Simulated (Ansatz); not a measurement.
The cell is built on a prototype and need not be the phase stable at ambient conditions.

Tunnelling through a barrier is set by its complex band structure: the current falls as exp(−2κd) with the smallest κ.

Here is the system:

```xyz
5
Lattice="3.0090 0.0000 0.0000 -1.5045 2.6058 0.0000 1.5045 0.8686 7.0222" Properties=species:S:1:pos:R:3 pbc="T T T"
Ga     0.0000     1.7372     1.4076
Ga     3.0090     1.7372     5.6147
O      0.0000     0.0000     0.0000
O      1.5045     2.6058     4.8728
O      1.5045     0.8686     2.1494
```

Space group of this cell: R-3m. The cell was relaxed by PBE-D3(BJ); by r2SCAN its mean pressure is -5.1 GPa.

Transport runs along the normal of the first two printed cell vectors.

No gap correction and no spin-orbit coupling; mid-gap values are interpolated between computed energies.

**Question.** Give the band gap and the smallest decay constant κ at mid-gap that r2SCAN run with Ansatz (an electronic-structure program) yields.

**Answer.** Gap 2.96 eV on a 12×12×12 mesh; κ = 0.253 1/Å, at the zone centre.
